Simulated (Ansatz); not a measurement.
Functionals compared on a constructed model of the (111) surface of fcc Au, a pseudomorphic layer of Co in the host's stacking (bottom of the slab: a bare face, its two planes held), in Ansatz (plane waves, PAW). The structure was relaxed with PBE; the other rows are single points on it. Cutoff 420 eV.

Set-up: 7 atoms, 14.2 Å thick at the start; mesh 15x15x1; 0.1 eV smearing; dipole correction on; 2 atoms held, the rest relaxed; held to the start's symmetry, so lower structures may exist; spin-polarised, ending with about 1.9 μB a cell; orders that need a larger cell were not tried, no spin-orbit, no U. It is one candidate, not shown to be the stable structure of the face. These notes are the PBE run's.

```csv
functional,work function of the top face (eV),magnetic moment of the cell (μB),rough cost of the single point
PBE,4.72,1.86,–
RPBE,4.60,1.86,roughly 90 core-seconds
```

Ansatz is a first-principles code.
